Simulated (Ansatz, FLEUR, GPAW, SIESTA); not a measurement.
# Te₂Mo (P6_3/mmc, 6 atoms in the cell) computed with different codes at matched settings

Self-consistent single point.

```
Te2Mo
1.0
    3.50111     0.00000     0.00000
   -1.75056     3.03205     0.00000
    0.00000     0.00000    14.38265
Te Mo
4 2
Direct
  0.33333   0.66667   0.62782
  0.66667   0.33333   0.37218
  0.66667   0.33333   0.12782
  0.33333   0.66667   0.87218
  0.33333   0.66667   0.25000
  0.66667   0.33333   0.75000
```

Shared settings, as Ansatz (a program for electronic structure) writes them: kpoints.mp_grid.grid = 7 7 2; scf.occupations.method = fixed. Potentials and cutoffs stand in the table.

```
code                                                                                                                      model  pressure (GPa)  largest force (eV/Å)           cutoff
------  -----------------------------------------------------------------------------------------------------------------------  --------------  --------------------  ---------------
Ansatz                                                                                                           PBE, PAW files            6.37                 1.017           420 eV
GPAW                                                                               PBE, GPAW PAW datasets PBE (gpaw-data 1.0.1)            5.70                 0.930           550 eV
FLEUR                                                              PBE, all-electron FLAPW (FLEUR), scalar-relativistic valence               –                 1.041  Kmax 4.2 1/bohr
SIESTA  GGA PBE, numerical atomic orbitals DZP, PseudoDojo PBE standard norm-conserving potentials (rewritten from UPF to PSML)            7.79                 1.547      grid 300 Ry
```

A dash marks a value that a program does not give, or that is left out as unsure.

On Ansatz's run: spin-orbit coupling is off. Spin polarisation is off.

The spread over the programs that give each value: pressure within 2.09 GPa; largest force within 0.617 eV/Å.

SIESTA uses small atom-centred bases, whose incompleteness enters pressures, forces and empty levels differently from a plane-wave cutoff. FLEUR treats all electrons, but the usual bases taken here (sphere radii, linearisation, local orbitals, empty states) were not tested for convergence, so the values are no reference for the others. Ansatz's pressure is given at a fixed set of plane waves, as the other plane-wave codes print theirs; with its correction for the finite basis it is 6.41 GPa. In the pressure, SIESTA (by 1.75) lies more than 1 GPa from the median of the plane-wave programs. In the force vectors, SIESTA (by 0.573) lies more than 0.08 eV/Å from the median of the plane-wave programs.

This mesh misses zone-boundary points where a band edge of such crystals can lie, so no gaps are given.

On the base mesh (6 6 2) the same programs gave: Ansatz pressure 6.37 GPa; GPAW pressure 5.70 GPa; SIESTA pressure 7.79 GPa.

The starting cell comes from a database of computed structures (which also holds hypothetical and non-ambient phases and stackings), without a prior relaxation at this level. Its lattice was rescaled by a random factor within 2.5 % of one.

Left out of this page: CP2K (on another mesh); Elk (not drawn, or without a comparable value).

Keys are those of Ansatz 0.2.
